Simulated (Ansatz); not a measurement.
The starting structures come from a database of crystals and need not be the phases stable at ambient conditions.

Data:

```yaml
crystal:
  lattice:
    - [3.83132, 0.00000, 0.00000]
    - [-1.91566, 3.31802, 0.00000]
    - [0.00000, 0.00000, 6.33262]
  atoms:
    - { symbol: Si, position: [0.33333, 0.66667, 0.06301] }
    - { symbol: Si, position: [0.66667, 0.33333, 0.93699] }
    - { symbol: Si, position: [0.66667, 0.33333, 0.56301] }
    - { symbol: Si, position: [0.33333, 0.66667, 0.43699] }
```

Space group of this cell: P6_3/mmc. The cell is taken as given.

The current runs along the normal of the first two printed vectors, the (001) plane. All runs by Ansatz (an electronic-structure program), plane waves and PAW, without spin-orbit coupling; the base is r2SCAN.

| run | mean pressure (GPa) | gap (eV) | mid-gap κ (1/Å) |
|---|---|---|---|
| base | 0.2 | 0.60 | 0.114 |
| all lengths scaled by 0.98 | 6.9 | 0.46 | 0.116 |
| all lengths scaled by 1.02 | -4.9 | … | 0.110 |
| lda in place of r2scan | -2.0 | 0.31 | 0.099 |
| lengths across the current scaled by 0.98, ions clamped | 4.5 | 0.60 | 0.110 |
| lengths across the current scaled by 1.02, ions clamped | -3.3 | … | … |
| lengths along the current scaled by 0.97, ions clamped | 3.5 | … | … |
| lengths along the current scaled by 1.03, ions clamped | -2.4 | 0.79 | 0.102 |
| pbesol in place of r2scan | -0.4 | 0.30 | 0.100 |

Task: Some entries are withheld; supply them.

Result: 
- all lengths scaled by 1.02, gap (eV): 0.72
- lengths across the current scaled by 1.02, ions clamped, gap (eV): 0.59
- lengths across the current scaled by 1.02, ions clamped, mid-gap κ (1/Å): 0.117
- lengths along the current scaled by 0.97, ions clamped, gap (eV): 0.38
- lengths along the current scaled by 0.97, ions clamped, mid-gap κ (1/Å): 0.121
